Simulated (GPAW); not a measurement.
Band structure of Mg2Zn (Cmcm, 6 atoms in the cell).

```
CELL_PARAMETERS angstrom
      4.75342    -2.51125     0.00000
      4.75342     2.51125     0.00000
      0.00000     0.00000     4.73874
ATOMIC_POSITIONS crystal
  Mg 0.35113 0.95921 0.75000
  Mg 0.64887 0.04079 0.25000
  Mg 0.95921 0.35113 0.25000
  Mg 0.04079 0.64887 0.75000
  Zn 0.67546 0.32454 0.75000
  Zn 0.32454 0.67546 0.25000
```

Method of the run: PBEsol, GPAW PAW datasets PBEsol (made by gpaw-setup) (plane waves; GPAW).

Settings: mode = pw; ecut = 850 eV; xc = PBEsol; kpts = 5 5 5; mesh shift (steps) = 0 0 0; occupations.name = methfessel-paxton; occupations.width = 0.272 eV; occupations.order = 0; nbands = -12; convergence.density = 1e-05 e/electron; symmetry.symmorphic = false; symmetry.tolerance = 0.0005; maxiter = 150; bandpath_npoints = 40.

The starting cell comes from a database of computed structures (which also holds hypothetical and non-ambient phases and stackings), without a prior relaxation at this level.

Levels in eV from the Fermi level, bands 29 to 36:
```csv
point,29,30,31,32,33,34,35,36
Γ,-1.91,-1.69,-1.49,-0.96,-0.08,-0.06,0.09,3.90
X,-5.11,-0.09,0.44,0.62,0.69,0.77,1.07,1.14
S,-2.89,-2.77,-0.28,0.35,0.51,0.74,3.01,3.16
R,-4.28,-4.28,-1.63,-1.63,-0.60,-0.60,4.64,4.64
A,-3.80,-3.80,-3.44,-3.44,2.16,2.16,3.01,3.01
Z,-0.27,-0.27,-0.07,-0.07,0.30,0.30,1.25,1.25
Y,-2.45,-2.34,-0.81,0.47,0.57,0.60,3.58,3.63
X1,-5.11,-0.09,0.44,0.62,0.69,0.77,1.07,1.14
A1,-3.80,-3.80,-3.44,-3.44,2.16,2.16,3.01,3.01
T,-4.19,-4.19,-1.02,-1.02,0.03,0.03,4.91,4.91
```

Bands cross the Fermi level along this path, so the cell is metallic at this level.
